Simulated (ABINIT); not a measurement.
Input and output of a self-consistent single point for a sheet of MgI₂ (3 atoms in the cell) (ABINIT).

Level of theory: PBE, norm-conserving pseudopotentials (PseudoDojo nc-sr-05 PBE standard) (plane waves; ABINIT).

```
CELL_PARAMETERS angstrom
      4.20082     0.00000     0.00000
     -2.10041     3.63802     0.00000
      0.00000     0.00000    17.33512
ATOMIC_POSITIONS crystal
  Mg 0.00000 0.00000 0.50000
  I  0.33333 0.66667 0.59620
  I  0.66667 0.33333 0.40381
```

Reference input (self-consistent single point, DFT, PBE, plane waves, norm-conserving pseudopotentials (PseudoDojo nc-sr-05 PBE standard)): pseudos = [Mg.upf, I.upf]; ecut = 84 Ry; occopt = 7; tsmear = 0.00499791 Ha; ngkpt = 9 9 1; nshiftk = 1; shiftk = 0 0 0; potentials = PseudoDojo nc-sr-05 PBE standard; nband = 17; kptopt = 1; nstep = 60; toldfe = 1e-09 Ha. This run's input differs from it in these lines:

```diff
@@ -21,3 +21,3 @@
 kptopt 1
-ngkpt 9 9 1
+ngkpt 5 5 1
 nshiftk 1
```

Output, abridged:

```
--- !BeginCycle
solver: {iscf: 7, nstep: 60, nline: 4, wfoptalg: 0, }
tolerances: {toldfe: 1.00E-09, }
...

     iter   Etot(hartree)      deltaE(h)  residm     vres2
 ETOT  1  -85.003450882807    -8.500E+01 8.968E-01 4.019E+02
 ETOT  2  -85.387895000883    -3.844E-01 1.249E-03 1.233E+02
 ETOT  3  -85.389529854181    -1.635E-03 5.180E-04 2.539E+01
 ETOT  4  -85.389613877985    -8.402E-05 2.851E-04 1.457E+01
 ETOT  5  -85.389668519832    -5.464E-05 2.123E-04 7.990E+00
   [... 11 lines left out ...]
 ETOT 17  -85.389712682175    -3.040E-10 1.872E-06 2.171E-01
 ETOT 18  -85.389712688826    -6.651E-09 2.359E-06 5.789E-02
 ETOT 19  -85.389712689799    -9.729E-10 1.104E-06 8.423E-02
 ETOT 20  -85.389712689926    -1.272E-10 1.529E-06 2.778E-02
 At SCF step   20, etot is converged :
  for the second time, diff in etot=  1.272E-10 < toldfe=  1.000E-09

 Cartesian components of stress tensor (hartree/bohr^3)
  sigma(1 1)= -2.66032895E-06  sigma(3 2)=  0.00000000E+00
  sigma(2 2)= -2.66032896E-06  sigma(3 1)=  0.00000000E+00
  sigma(3 3)= -2.68708382E-06  sigma(2 1)=  0.00000000E+00

 ----iterations are completed or convergence reached----

 reduced coordinates (array xred) for    3 atoms
       0.000000000000      0.000000000000      0.500000000000
       0.333333333333      0.666666666667      0.596195000000
       0.666666666667      0.333333333333      0.403805000000
 cartesian forces (eV/Angstrom) at end:
    1     -0.00000000000000    -0.00000000000000    -0.00000000000000
    2     -0.00000000000000    -0.00000000000000     0.04128295779621
   [... lines left out ...]
 Fermi (or HOMO) energy (hartree) =  -0.01548   Average Vxc (hartree)=  -0.13806
   [... lines left out ...]
total_energy        : -8.53897126899264E+01
total_energy_eV     : -2.32357224970070E+03
band_energy         : -2.00901191455074E+01
...

-Cartesian components of stress tensor (GPa)         [Pressure=  7.8532E-02 GPa]
- sigma(1 1)= -7.82695668E-02  sigma(3 2)=  0.00000000E+00
- sigma(2 2)= -7.82695672E-02  sigma(3 1)=  0.00000000E+00
- sigma(3 3)= -7.90567220E-02  sigma(2 1)=  0.00000000E+00

 Calculation completed.
```

The run converged in 20 iterations. Against the reference run the free energy goes up by 1.4 meV/atom, the largest force moves little (0.043 to 0.041 eV/Å) and the gap on the mesh goes from 3.711 to 3.819 eV.

The starting cell was generated: these elements placed on a structure prototype, without a prior relaxation; it need not be a known phase or ordering of this composition. Its lattice was rescaled in the plane by a random factor within 2.5 % of one. Spin-orbit coupling is off. Another mesh or the band path of this cell gives a smaller gap, so this value is not converged in the mesh.

Cost on one core of a shared machine: roughly 3 min.
